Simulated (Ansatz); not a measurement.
# Effect of pressure 1.5 GPa on Al12W

Start from Al₁₂W (space group Im-3, No. 204; a = 7.538 Å).

It is then changed as follows: a hydrostatic pressure of 1.5 GPa.

All numbers come from PBEsol in Ansatz (plane waves to 420 eV, PAW, no spin-orbit coupling). k-mesh 7×7×7 (Γ-centred); smearing 0.05 eV (Fermi–Dirac).

* **Volume per atom**: 16.23 Å³ (base 16.47 Å³)
* **Density**: 3.99 g/cm³ (base 3.94 g/cm³)
* **Shortest interatomic distance**: 2.704 Å (base 2.715 Å)
* **Enthalpy H = E + PV relative to the base's energy**: +0.15 eV/atom
* **Band gap**: zero (base zero)

Final structure:

```
Al12W
1.0
   -3.75058     3.75058     3.75058
    3.75058    -3.75058     3.75058
    3.75058     3.75058    -3.75058
Al W
12 1
Direct
  0.30917   0.18547   0.49463
  0.69083   0.81453   0.50537
  0.69083   0.18547   0.87630
  0.30917   0.81453   0.12370
  0.49463   0.30917   0.18547
  0.50537   0.69083   0.81453
  0.87630   0.69083   0.18547
  0.12370   0.30917   0.81453
  0.18547   0.49463   0.30917
  0.81453   0.50537   0.69083
  0.18547   0.87630   0.69083
  0.81453   0.12370   0.30917
  0.00000   0.00000   0.00000
```

Load acts through the strain it causes; cell and atoms are relaxed under it. Whether these cells are dynamically stable was not tested. The final runs are not spin-polarised.

Ansatz is a first-principles code.
